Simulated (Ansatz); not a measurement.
A relaxation of cell and atoms of K2LaCuCl6 (Fm-3m, 10 atoms in the cell) with Ansatz (a first-principles code).

Method of the run: PBEsol-D3BJ, default PAW files made with PBE (plane waves; Ansatz).

```
CELL_PARAMETERS angstrom
      0.00000     5.28134     5.28134
      5.28134     0.00000     5.28134
      5.28134     5.28134     0.00000
ATOMIC_POSITIONS crystal
  K  0.25000 0.25000 0.25000
  K  0.75000 0.75000 0.75000
  Cu 0.50000 0.50000 0.50000
  La 0.00000 0.00000 0.00000
  Cl 0.74910 0.25090 0.25090
  Cl 0.25090 0.74910 0.74910
  Cl 0.25090 0.74910 0.25090
  Cl 0.74910 0.25090 0.74910
  Cl 0.25090 0.25090 0.74910
  Cl 0.74910 0.74910 0.25090
```

Reference input (self-consistent single point, DFT, PBEsol, plane waves, default PAW files made with PBE): basis.ecutwfc = 420 eV; kpoints.mp_grid.grid = 3 3 3; hamiltonian.xc = pbesol; hamiltonian.pseudopotentials = {kind: paw} (the program's default PAW files); scf.occupations.method = cold; scf.occupations.width = 0.136 eV. This run's input differs from it in these lines:

```diff
@@ -23,2 +23,3 @@
   xc: pbesol
+  dispersion: d3bj
   pseudopotentials:
@@ -29,2 +30,4 @@
     width: 0.136 eV
+relax:
+  cell: {}
 output:
```

Output, abridged:

```
   [... SCF lines of the steps left out ...]
relax step   1: F+E_penalty+E_count = -22165.79673798 eV  Δ(F+E_penalty+E_count) = +0.000e0 eV  max|allowed force component| = 1.213e0 eV/Å  Δτ_max = 0.0000 Å  P = -0.705 GPa  Ω = 294.620 Å³  (8 SCF iters, dr2 threshold 1.00e-7 eV, accepted)
relax step   2: F+E_penalty+E_count = -22166.18820738 eV  Δ(F+E_penalty+E_count) = -3.915e-1 eV  max|allowed force component| = 4.778e-1 eV/Å  Δτ_max = 0.1623 Å  P = -2.568 GPa  Ω = 290.309 Å³  energy of the carried Pulay correction = +2.329e-4 eV  [...]
   [... lines left out ...]
relax step   5: F+E_penalty+E_count = -22166.40638940 eV  Δ(F+E_penalty+E_count) = -1.236e-3 eV  max|allowed force component| = 1.816e-3 eV/Å  Δτ_max = 0.0009 Å  P = -0.017 GPa  Ω = 269.958 Å³  energy of the carried Pulay correction = +1.381e-3 eV  [...]
relax step   6: F+E_penalty+E_count = -22166.40489519 eV  Δ(F+E_penalty+E_count) = +1.494e-3 eV  max|allowed force component| = 1.881e-3 eV/Å  Δτ_max = 0.0000 Å  P = -0.015 GPa  Ω = 269.958 Å³  stress off target by 1.46e-2 GPa  SCF on the basis [...]
basis re-selected at this cell: Δ(F+E_penalty+E_count) = +1.494e-3 eV, ΔP = +0.002 GPa vs the last step
the relaxation is at rest under the 48 symmetry operations that the run kept from its start: a minimum is not shown …
Stability not checked (fill_not_monotonic)
Free energy (F): -22166.404895 eV
Internal energy: -22166.404895 eV  (E = F + TS)
   [... lines left out ...]
Fermi energy:    6.638901 eV
  cell:  # Å, volume = 269.9582 Å³
   [... lines left out ...]
    - { symbol: Cl, position: [0.2636922482723892, 0.7363077517276106, 0.2636922482723892] }
    - { symbol: Cl, position: [0.7363077517276108, 0.26369224827238913, 0.7363077517276106] }
    - { symbol: Cl, position: [0.2636922482723892, 0.2636922482723892, 0.7363077517276106] }
    - { symbol: Cl, position: [0.7363077517276106, 0.7363077517276106, 0.26369224827238924] }
```

The run converged. 

Summary of the result:
| Quantity | Value |
|---|---|
| Free energy E − TS (on the zero of these files) | -22166.4049 eV |
| Top of the valence band (on the code's own zero) | 5.38 eV |
| Gap on the k-point mesh | 2.31 eV |
| Pressure | -0.01 GPa |
| Largest force (vector length) | 0.002 eV/Å |
| Dispersion energy | -2.113 eV |
| Final cell | a = 7.254 Å, b = 7.254 Å, c = 7.254 Å, α = 60.00°, β = 60.00°, γ = 60.00° |
| Final volume per atom | 27.00 Å³ |
| Relaxation steps | 6 |

The starting cell was generated: these elements placed on a structure prototype, without a prior relaxation; it need not be a known phase or ordering of this composition. The relaxation keeps the symmetry of its start, so its end need not be a minimum. Ansatz's pressure includes its estimate of the finite-basis (Pulay) stress.

Cost on one core of a shared machine: roughly 30 s.

Keys are those of Ansatz 0.2.
